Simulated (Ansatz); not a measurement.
# V2O3: pressure 3 GPa

Take V$_{2}$O$_{3}$ in the corundum structure (space group R-3c, No. 167; a = 4.775 Å, c = 14.229 Å (hexagonal axes); ferromagnetic) as the base.

Now apply this change: a hydrostatic pressure of 3 GPa.

Computed with Ansatz (a program for electronic structure), PBEsol, PAW, cutoff 420 eV, without spin-orbit coupling. Settings: 12×12×12 k-points, 0.05 eV Fermi–Dirac smearing.

The volume per atom shrinks by 0.11 Å³ to 9.25 Å³ and the c/a ratio increases by 0.007 (2.980 → 2.987). The shortest interatomic distance shrinks by 0.008 Å, from 1.947 Å to 1.939 Å and the enthalpy H = E + PV relative to the base's energy comes out as +0.17 eV/atom. The band gap is still zero and the magnetic state is still ferromagnetic. The largest site moment stays essentially unchanged (0.80 μB against 0.79 μB).

Final structure:

```
CELL_PARAMETERS angstrom
      2.37601     1.37179     4.73210
     -2.37601     1.37179     4.73210
      0.00000    -2.74359     4.73210
ATOMIC_POSITIONS crystal
  V  0.66039 0.66039 0.66039
  V  0.83961 0.83961 0.83961
  V  0.33961 0.33961 0.33961
  V  0.16039 0.16039 0.16039
  O  0.42356 0.07644 0.75000
  O  0.57644 0.92356 0.25000
  O  0.92356 0.25000 0.57644
  O  0.07644 0.75000 0.42356
  O  0.75000 0.42356 0.07644
  O  0.25000 0.57644 0.92356
```

Other magnetic orders, which the real material may have, were not ruled out. Load acts through the strain it causes; cell and atoms are relaxed under it. No phonon test of stability was made. No Hubbard U is applied, and correlation can decide whether such a compound is a metal. The base started in P-1 and relaxed to R-3c at this level.
